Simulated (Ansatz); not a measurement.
## Habitual settings against a tight run: LuTl (P4/mmm, 2 atoms in the cell)

Self-consistent single point.

```yaml
crystal:
  lattice:
    - [3.57150, 0.00000, 0.00000]
    - [0.00000, 3.57150, 0.00000]
    - [0.00000, 0.00000, 3.91589]
  atoms:
    - { symbol: Lu, position: [0.00000, 0.00000, 0.00000] }
    - { symbol: Tl, position: [0.50000, 0.50000, 0.50000] }
```

Level of theory: LDA (PW92), default PAW files made with PBE (plane waves; Ansatz, an electronic-structure program).

Base settings: basis.ecutwfc = 420 eV; kpoints.mp_grid.grid = 12 12 11; hamiltonian.xc = lda; hamiltonian.pseudopotentials = {kind: paw} (the program's default PAW files); scf.occupations.method = gaussian; scf.occupations.width = 0.1 eV.

Tight run (finer mesh or higher cutoff; not a proven limit): basis.ecutwfc: 420 eV → 590 eV; kpoints.mp_grid.grid: 12 12 11 → 17 17 15; scf.convergence.dr2_threshold: default (1e-07 eV) → 1e-09 eV. It gave Fermi level (on the code's own zero) 14.32 eV; pressure -3.31 GPa.

Quick runs, as changes from the base:
- A: the base itself
- B: basis.ecutwfc: 420 eV → 250 eV; kpoints.mp_grid.grid: 12 12 11 → 3 3 3; scf.occupations.method: gaussian → fermi_dirac; scf.occupations.width: 0.1 eV → 0.5 eV
- C: basis.ecutwfc: 420 eV → 210 eV; kpoints.mp_grid.grid: 12 12 11 → 2 2 2; hamiltonian.xc: lda → pbesol; kpoints.mp_grid.shift: default → 0.5 0.5 0.5 [PBEsol]
- D: basis.ecutwfc: 420 eV → 335 eV; kpoints.mp_grid.grid: 12 12 11 → 2 2 2
- E: basis.ecutwfc: 420 eV → 295 eV; kpoints.mp_grid.grid: 12 12 11 → 4 4 4
- F: basis.ecutwfc: 420 eV → 250 eV; kpoints.mp_grid.grid: 12 12 11 → 6 6 6; kpoints.mp_grid.shift: default → 0.5 0.5 0.5

Energies are extrapolated to zero smearing width, which holds to low order in the width alone.

Dashes: energy of C, another energy zero.

† marks runs with another functional, U, potentials or spin treatment: their distance from the tight run is not a convergence error alone.

The count of work is k-points × plane waves × bands × iterations; it is no time. 

Pressures in the table are Ansatz's without its Pulay estimate, at a fixed set of plane waves; the tight run's value above holds the estimate.

The starting cell comes from a database of computed structures (which also holds hypothetical and non-ambient phases and stackings), without a prior relaxation at this level. Its lattice was rescaled by a random factor within 2.5 % of one. In the base run, with a pressure of about -3 GPa the cell is away from its equilibrium volume at this level.

| run | energy less tight (meV/atom) | pressure less tight (GPa) | count of work / tight |
|---|---|---|---|
| A | 3.1 | 0.00 | 0.22 |
| B | 635.6 | -37.34 | 0.0048 |
| C† | – | -149.22 | 0.00052 |
| D | -344.7 | 0.56 | 0.0063 |
| E | 41.7 | -4.23 | 0.014 |
| F | 763.2 | -41.38 | 0.012 |

Among the runs at the tight run's level, the energy misses run from 3.1 to 763.2 meV/atom.

Keys are those of Ansatz 0.2.
